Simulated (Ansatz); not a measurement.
Base system: PbTe in the rock salt structure (space group Fm-3m, No. 225; a = 6.569 Å).

Level of theory: DFT with PBE, PAW potentials and a 420 eV plane-wave cutoff in Ansatz (an electronic-structure program), spin-orbit coupling left out, earlier PAW set.

For the base:

The electron mass is 0.31 mₑ along k, 0.11 mₑ across (at L) and the volume per atom comes out as 35.44 Å³.

Perturbation: hydrostatic tension (pressure −1 GPa).

Problem. Estimate the effect on the electron mass.

Solution. The electron mass changes from 0.31 mₑ along k, 0.11 mₑ across (at L) to 0.32 mₑ along k, 0.11 mₑ across (at L).

Problem. Predict the new mean gap deformation potential ΔEg/Δln V.

Solution. The mean gap deformation potential ΔEg/Δln V is +1.7 eV.

Problem. Estimate the effect on the volume per atom.

Solution. The volume per atom rises by 1.00 Å³ (35.44 Å³ → 36.44 Å³).

Spin-orbit coupling, missing from the scalar runs, can matter with Pb and Te. Load acts through the strain it causes; cell and atoms are relaxed under it. Effective masses come from finite differences of ±0.01 Å⁻¹. Along k means along the line from Γ to the band edge. Stability against distortions was not tested.
